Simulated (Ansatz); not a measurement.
Reference: Zr2AlN (P6_3/mmc), PBEsol, DFPT electron-phonon coupling, linearised Boltzmann equation (plane waves, PAW, scalar-relativistic; Ansatz, a first-principles code); geometry: relaxed with this functional, without spin-orbit coupling.

```yaml
crystal:
  lattice:
    - [3.22128, 0.00000, 0.00000]
    - [-1.61064, 2.78971, 0.00000]
    - [0.00000, 0.00000, 14.31615]
  atoms:
    - { symbol: Zr, position: [0.66667, 0.33333, 0.58810] }
    - { symbol: Zr, position: [0.33333, 0.66667, 0.41190] }
    - { symbol: Zr, position: [0.33333, 0.66667, 0.08810] }
    - { symbol: Zr, position: [0.66667, 0.33333, 0.91190] }
    - { symbol: Al, position: [0.66667, 0.33333, 0.25000] }
    - { symbol: Al, position: [0.33333, 0.66667, 0.75000] }
    - { symbol: N, position: [0.00000, 0.00000, 0.50000] }
    - { symbol: N, position: [0.00000, 0.00000, 0.00000] }
```

The resistivity at 300 K is 24 μΩ·cm. The electron-phonon coupling λ is 0.34 and the logarithmic mean phonon energy is 25 meV.

**Question.** Swap Zr for Ti, keeping the structure type. How do these values move?

**Answer.** Ti$_{2}$AlN (P6_3/mmc): volume per atom 16.1 to 12.9 Å³; resistivity at 300 K falls (24 μΩ·cm to 18.2 μΩ·cm); electron-phonon coupling λ falls (0.34 to 0.27); logarithmic mean phonon energy rises (25 meV to 35 meV).

**Question.** Replace Al by In on the same sites and relax. What happens?

**Answer.** Zr2InN (P6_3/mmc): volume per atom 16.1 to 17.0 Å³; resistivity at 300 K rises (24 μΩ·cm to 29 μΩ·cm); electron-phonon coupling λ stays about the same (0.34 to 0.35); logarithmic mean phonon energy falls (25 meV to 21 meV).

Moves up to 15 % count as about the same. Metals; harmonic phonons alone scatter; means over directions. Halving the electron mesh moves these values by up to 10 %; q meshes are mostly untested. Spin-orbit coupling is left out.

Computed structure with no diffraction record at hand here (it may be known, metastable or hypothetical): Ti2AlN (P6_3/mmc), Zr2AlN (P6_3/mmc), Zr2InN (P6_3/mmc).
